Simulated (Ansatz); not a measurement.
Partial pair distribution functions of a relaxed model of amorphous Si24O47F2, broadened by 0.06 Å; density 2.31 g/cm³. These are PBE, scalar-relativistic without spin-orbit coupling (plane waves to 420 eV, PAW; Ansatz, a program for electronic structure) values and carry that method's errors.

A CHGNet melt-quench gave the starting glass, which DFT then relaxed. O and F atoms were pushed apart under 1.9 Å during the dynamics, to hinder bonds among them. The hot cell started wider than the set density and was brought back towards it in steps. It is the lowest in DFT energy of 2 quenches. It is a model cell: composition and starting density were chosen by hand, and all elements were melted together. No dispersion term was used. Its density started from a set value of 2.21 and ended at 2.31 g/cm³. Cooling (nominally 480 K/ps over its main leg) ran many orders faster than in experiment, which tends to leave more defects and strain. Values belong to this one cell and scatter from quench to quench. Volume and shape were free in the relaxation.

| r (Å) | g Si-O | g Si-F | g Si-Si | g O-O |
|---|---|---|---|---|
| 1.35 | 0.00 | 0.01 | 0.00 | 0.00 |
| 1.45 | 0.22 | 0.81 | 0.00 | 0.00 |
| 1.55 | 6.96 | 7.95 | 0.00 | 0.00 |
| 1.65 | 16.11 | 4.95 | 0.00 | 0.00 |
| 1.75 | 2.84 | 0.20 | 0.00 | 0.00 |
| 1.85 | 0.04 | 0.00 | 0.00 | 0.00 |
| 1.95 | 0.00 | 0.00 | 0.00 | 0.00 |
| 2.05 | 0.00 | 0.00 | 0.00 | 0.00 |
| 2.15 | 0.00 | 0.00 | 0.00 | 0.00 |
| 2.25 | 0.00 | 0.00 | 0.00 | 0.00 |
| 2.35 | 0.00 | 0.00 | 0.00 | 0.06 |
| 2.45 | 0.00 | 0.00 | 0.00 | 0.79 |
| 2.55 | 0.00 | 0.00 | 0.00 | 3.47 |
| 2.65 | 0.06 | 0.00 | 0.16 | 5.78 |
| 2.75 | 0.13 | 0.00 | 0.72 | 3.81 |
| 2.85 | 0.17 | 0.00 | 1.76 | 1.05 |
| 2.95 | 0.26 | 0.00 | 3.95 | 0.47 |
| 3.05 | 0.36 | 0.00 | 3.42 | 0.67 |
| 3.15 | 0.59 | 0.00 | 3.17 | 0.59 |
| 3.25 | 0.76 | 0.09 | 1.56 | 0.52 |
| 3.35 | 0.61 | 1.01 | 0.16 | 0.49 |
| 3.45 | 0.79 | 1.46 | 0.00 | 0.71 |
| 3.55 | 1.26 | 0.79 | 0.03 | 0.53 |
| 3.65 | 1.27 | 0.84 | 0.35 | 0.42 |
| 3.75 | 1.16 | 0.36 | 0.43 | 0.57 |
| 3.85 | 1.39 | 0.81 | 0.21 | 0.56 |
| 3.95 | 1.56 | 1.40 | 0.59 | 0.46 |
| 4.05 | 1.92 | 4.93 | 0.51 | 0.59 |
| 4.15 | 2.16 | 3.44 | 0.59 | 0.58 |
| 4.25 | 1.84 | 0.94 | 0.79 | 0.92 |
| 4.35 | 1.25 | 1.45 | 0.90 | 1.38 |
| 4.45 | 1.01 | 1.85 | 1.01 | 1.29 |
| 4.55 | 0.61 | 0.88 | 0.76 | 1.10 |
| 4.65 | 0.56 | 0.56 | 1.42 | 1.06 |
| 4.75 | 0.70 | 0.67 | 1.26 | 1.09 |
| 4.85 | 0.66 | 0.61 | 1.52 | 1.36 |
| 4.95 | 0.68 | 1.21 | 1.65 | 1.34 |
| 5.05 | 0.59 | 1.54 | 1.40 | 1.18 |

Within 1.90 Å each Si has 3.92 O neighbours on average.
